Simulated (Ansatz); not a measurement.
Relaxation of the outer planes of the (0001) surface of hcp Os in its 1x1 cell, outermost plane spacing 2.17 Å in the ideal cut.

Level of theory: PBE (plane waves to 420 eV, PAW; Ansatz, a first-principles code).

Slab: 6 atoms, 10.9 Å thick at the start; k 16x16x1, smearing 0.1 eV, dipole-corrected; all atoms relaxed; symmetry of the start imposed; no spin, no spin-orbit, no U.

```json
[
 {"plane": "1", "atoms": "Os", "bulk spacing to the next (Å)": "2.173", "relaxed spacing (Å)": "?", "change (%)": "?", "rumpling (Å)": "0.00"},
 {"plane": "2", "atoms": "Os", "bulk spacing to the next (Å)": "2.173", "relaxed spacing (Å)": "2.166", "change (%)": "-0.4", "rumpling (Å)": "0.00"}
]
```

Problem. Complete the blanks.

Solution. 
- 1, relaxed spacing (Å): 2.088
- 1, change (%): -3.9
